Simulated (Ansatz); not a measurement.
Structures of equal composition on the (110) surface of bcc W: one row in 4 of the top plane missing; p(2x2), one W site of the top plane empty. The slabs share one bottom face, and each structure is named by its start. These are constructed structures in small cells; real faces may alloy, dewet or reconstruct in larger ones, and not all known structures of the face are among them. Slabs of about 11 Å, Fermi-Dirac smearing of 0.1 eV. Bottom of the slabs: a bare face, its two planes held. Relaxed from the named starts with such symmetry as they have, on meshes of like density; energies extrapolated to zero smearing; spin only where a row says so; no spin-orbit coupling, no U. Brackets mark spin-polarised runs, whose order is one that fits the cell. The cells differ, so small differences also carry the error of unlike k-meshes.

Computed with PBE (plane waves to 420 eV, PAW; Ansatz, a first-principles code).

Question: Order them by energy per 1x1 cell (lowest first) at the level PBE.

Answer: one row in 4 of the top plane missing (0.00 eV), p(2x2), one W site of the top plane empty (0.20 eV)
